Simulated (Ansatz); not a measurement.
The starting structures come from a database of crystals and need not be the phases stable at ambient conditions.

 Where the default PAW files enter, the runs use the earlier of Ansatz's two default sets.

Crystal: AlH3 (R-3c, not sure to be the ambient phase, 8 atoms a cell, 8.2 Å³ an atom); planes in its conventional cell.

All values below come from r2SCAN (plane waves, PAW; Ansatz, a program for electronic structure).

No gap correction and no spin-orbit coupling; mid-gap values are interpolated between computed energies.

```
plane  area of the cell (Å²)  mid-gap κ (1/Å)  largest κ in the gap (1/Å)
-----  ---------------------  ---------------  --------------------------
(001)                   16.8             0.25                        0.27
(110)                   29.8                ?                           ?
```

### Question
The slowest decay depends on the direction. Supply the withheld values.

### Answer

- (110), mid-gap κ (1/Å): 0.32
- (110), largest κ in the gap (1/Å): 0.34
